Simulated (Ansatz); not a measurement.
Results of PBE-D4 (plane waves, PAW; Ansatz, an electronic-structure program) for L1₂ (Cu3Au-type) Al₃Sc.

Settings: plane-wave cutoff 520 eV, 14×14×14 k mesh, Fermi–Dirac smearing 0.05 eV, scalar-relativistic PAW data made under PBE.

Pressure at four volumes; x = ln(V/16.705 Å³). One pressure is withheld.

| V (Å³/atom) | x | P (GPa) |
|---|---|---|
| 15.703 | -0.0619 | ? |
| 16.037 | -0.0408 | 4.15 |
| 16.705 | 0.0000 | 0.01 |
| 17.707 | 0.0583 | -4.83 |

### Question
Pass a parabola P(x) through the three rows shown, estimate the bulk modulus and its pressure derivative near zero pressure, and predict the withheld pressure.

### Answer
Slopes between the rows: (0.01 − (4.15))/(0.0000 − (-0.0408)) = -101.47 and (-4.83 − (0.01))/(0.0583 − (0.0000)) = -83.02 GPa. Their difference over the span 0.0991 is c = 18.45/0.0991 = 186.2 GPa, so P(x) = 4.15 + (-101.47)(x − (-0.0408)) + 186.2 (x − (-0.0408))(x − (0.0000)). At the middle row B = −dP/dx = −[-101.47 + 186.2 × 0.0408] = 93.9 GPa, and B′ = dB/dP = 2c/B = 4.0. At x = -0.0619 the parabola gives 6.53 GPa; the run gives 6.56 GPa. The Birch–Murnaghan fit to the energies at all volumes has B0 = 93.4 GPa and B′ = 4.1.

Measured, for comparison: bulk modulus 91.5 ± 1 GPa (298 K, not corrected to a static lattice, polycrystal; as tabulated in A Combined Experimental and First-Principles Based Assessment of …). Computed (rounded) less measured: bulk modulus +2 %. A static lattice is as a rule a little smaller and stiffer than an uncorrected measurement, which narrows the difference in the bulk modulus and would widen misses of the other sign.
